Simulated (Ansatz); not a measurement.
The starting structures come from a database of crystals and need not be the phases stable at ambient conditions.

 Where the default PAW files enter, the runs use the earlier of Ansatz's two default sets.

By PBEsol, the system below comes out a metal.

The ballistic (Sharvin) conductance counts the channels at the Fermi level: G/A = (e²/h) × channels of both spins per area.

Consider the following.

```
CELL_PARAMETERS angstrom
      4.44726     0.00000     0.00000
     -2.22363     3.85144     0.00000
      2.22363     1.28381     3.55997
ATOMIC_POSITIONS crystal
  Cu 0.00000 0.50000 0.50000
  Cu 0.50000 0.25000 0.25000
  Cu 0.50000 0.75000 0.75000
  Sn 0.00000 0.00000 0.00000
```

Space group of this cell: R-3m. The cell is strained (lengths across the current scaled by 1.02, ions clamped); by PBEsol its mean pressure is -9.6 GPa.

The current flows along the normal of the first two printed cell vectors, the (111) (indices of the unstrained crystal) plane of the conventional cell. No spin-orbit coupling; the value is a mean over 0.1 eV about the Fermi level.

Q: State the ballistic conductance per area according to PBEsol (Ansatz, a program for electronic structure).

A: 0.71 × 10¹⁵ S/m² for both spins.
